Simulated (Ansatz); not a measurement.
Point defect O on the As site (O_As) in zinc-blende BAs

Method: PBE, PAW (plane waves to 420 eV; Ansatz, a first-principles code). Cell: 64 sites, 2×2×2; final energies on a 2×2×2 shifted mesh. Site at the start: the As site. Energies of charged states are corrected for periodic images (point charge plus alignment at distant sites). Dielectric constants: PBE linear response of the host. Host gap at this level: 1.20 eV. These values are not converged in cell size to better than tenths of an eV. The semilocal functional narrows the gap, so deep levels can fall outside it. Spin–orbit coupling is left out. Each state is the lowest found from its start.

```json
[
 {"charge": "+1", "moment (μB)": "0.0", "largest move off a lattice site (Å)": "0.45", "image correction with alignment (eV)": "-0.09", "above the lowest spin state (eV)": "0.00"},
 {"charge": "+1", "moment (μB)": "not spin-polarised", "largest move off a lattice site (Å)": "0.45", "image correction with alignment (eV)": "-0.09", "above the lowest spin state (eV)": "0.00"},
 {"charge": "0", "moment (μB)": "1.0", "largest move off a lattice site (Å)": "0.51", "image correction with alignment (eV)": "0.00", "above the lowest spin state (eV)": "0.00"},
 {"charge": "−1†", "moment (μB)": "not spin-polarised", "largest move off a lattice site (Å)": "0.56", "image correction with alignment (eV)": "0.43", "above the lowest spin state (eV)": "0.00"}
]
```

† Not settled in this cell, so no level is given: charge −1: level within 0.1 eV of a band edge or past it.

Starting moments that weren't kept: charge +1 began with 2 μB and ended with 0.0.

No other site or start that was run ended lower by more than 0.1 eV.

Transition levels above the valence-band maximum: ε(+1/0) = 0.21 eV. On the lower envelope of the bound states, inside the gap: (+1/0) at 0.21 eV.

Flagged in the runs: a strain field that reaches the edge of the cell.
